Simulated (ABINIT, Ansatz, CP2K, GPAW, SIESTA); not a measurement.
# One structure in several programs: In3Cl (P6_3/mmc, 8 atoms in the cell)

Self-consistent single point.

```
CELL_PARAMETERS angstrom
      6.66129     0.00000     0.00000
     -3.33064     5.76884     0.00000
      0.00000     0.00000     6.19359
ATOMIC_POSITIONS crystal
  In 0.33020 0.16510 0.75000
  In 0.66980 0.83490 0.25000
  In 0.16510 0.33020 0.25000
  In 0.83490 0.66980 0.75000
  In 0.83490 0.16510 0.75000
  In 0.16510 0.83490 0.25000
  Cl 0.66667 0.33333 0.25000
  Cl 0.33333 0.66667 0.75000
```

Shared settings, as Ansatz (a quantum-chemistry and plane-wave program) writes them: kpoints.mp_grid.grid = 3 3 3; scf.occupations.method = fermi_dirac; scf.occupations.width = 0.1 eV. Potentials and cutoffs stand in the table.

| code | model | pressure (GPa) | largest force (eV/Å) | cutoff |
|---|---|---|---|---|
| SIESTA | GGA PBEsol, numerical atomic orbitals TZP, PseudoDojo PBEsol standard norm-conserving potentials (rewritten from UPF to PSML) | -3.10 | 0.290 | grid 400 Ry |
| Ansatz | PBEsol, PAW files made with PBE | -3.03 | 0.209 | default |
| ABINIT | PBEsol, norm-conserving pseudopotentials (PseudoDojo nc-sr-04 PBEsol standard) | -3.02 | 0.210 | 35 Ha |
| CP2K | PBEsol, GPW, DZVP-MOLOPT-SR-GTH basis, GTH-PBE potentials (GTH_POTENTIALS) | -2.78 | 0.218 | grid 500 Ry |
| GPAW | PBEsol, GPAW PAW datasets PBEsol (made by gpaw-setup) | -3.23 | 0.206 | 600 eV |

No clean gap comes from SIESTA, Ansatz, ABINIT, CP2K and GPAW: levels at the Fermi energy touch, overlap or are partly filled at this smearing.

The spread over the programs that give each value: pressure within 0.45 GPa; largest force within 0.084 eV/Å.

SIESTA and CP2K use small atom-centred bases, whose incompleteness enters pressures, forces and empty levels differently from a plane-wave cutoff. Ansatz's pressure is given at a fixed set of plane waves, as the other plane-wave codes print theirs. In the force vectors, SIESTA (by 0.081) lies more than 0.08 eV/Å from the median of the plane-wave programs.

The shared mesh is coarse (it stands for a supercell whose shortest vector is 19 Å), so the values are not converged in it.

The starting cell comes from a database of computed structures (which also holds hypothetical and non-ambient phases and stackings), without a prior relaxation at this level. Its lattice was rescaled by a random factor within 2.5 % of one.

Keys are those of Ansatz 0.2.
